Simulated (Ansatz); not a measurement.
Base system: AlN (space group P4_2/mnm, No. 136; a = 5.330 Å, c = 3.122 Å; a hypothetical phase, not in the database extracts checked).

(Cell as relaxed with PBE.)

Levels (all Ansatz, a quantum-chemistry and plane-wave program, PAW): PBE (420 eV, without spin-orbit coupling); PBEsol (420 eV, spin-orbit coupling left out).

Each level relaxes its own structure.

```json
[
 {"quantity": "volume per atom", "PBE": "11.08 Å³", "PBEsol": "…"},
 {"quantity": "lattice parameter a", "PBE": "5.330 Å", "PBEsol": "…"},
 {"quantity": "lattice parameter c", "PBE": "3.122 Å", "PBEsol": "…"},
 {"quantity": "band gap", "PBE": "3.73 eV", "PBEsol": "…"},
 {"quantity": "gap character", "PBE": "indirect, M–Γ (86 % along) → Γ", "PBEsol": "…"},
 {"quantity": "electron mass", "PBE": "0.33 mₑ along c, 0.31 mₑ across", "PBEsol": "…"}
]
```

Question: Given the PBE results, estimate those of PBEsol.

Answer: 
- volume per atom, PBEsol: 10.89 Å³
- lattice parameter a, PBEsol: 5.294 Å
- lattice parameter c, PBEsol: 3.109 Å
- band gap, PBEsol: 3.75 eV
- gap character, PBEsol: indirect, M–Γ (86 % along) → Γ
- electron mass, PBEsol: 0.34 mₑ along c, 0.32 mₑ across

PBE's volume per atom lies 0.19 Å³ above PBEsol's (1.8 %); PBE's lattice parameter a lies 0.0353 Å above PBEsol's (0.7 %); PBE's lattice parameter c lies 0.013 Å above PBEsol's (0.4 %); PBE's band gap lies 0.02 eV below PBEsol's; the two agree on the gap character. Neither level is exact; PBEsol is the comparison here, not a measurement.

Masses are band curvatures over ±0.01 Å⁻¹ around the edge. No phonon test of stability was made.
